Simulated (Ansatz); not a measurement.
The parent structure is Mo in the bcc (W type) structure (space group Im-3m, No. 229; a = 3.151 Å; relaxed with 0.1 eV smearing). Axes: x, y, z lie along the cube axes.

Method: DFT with r2SCAN, PAW potentials and a 500 eV plane-wave cutoff in Ansatz (a first-principles code), no spin-orbit coupling.

Modification: tensor shear ε_xy = −2.69 % (engineering shear γ = -0.0538), atoms relaxed at fixed cell.

Predict the stress tensor and what it implies for the stiffness.

Stress of the strained cell less that of the base (GPa, compression positive):
```
    0.5     5.7     0.0
    5.7     0.5     0.0
    0.0     0.0     0.7
```

Then −Δσ/γ with γ = 2ε = -0.0538 gives secant stiffness values (nonlinear terms included at this strain): C66 ≈ 105 GPa.

As a check, the harmonic strain energy −½ V₀ Δσ:ε is 15 meV/atom; the computed energy rise is 15 meV/atom.

No phonon test of stability was made. All final runs are without spin polarisation.
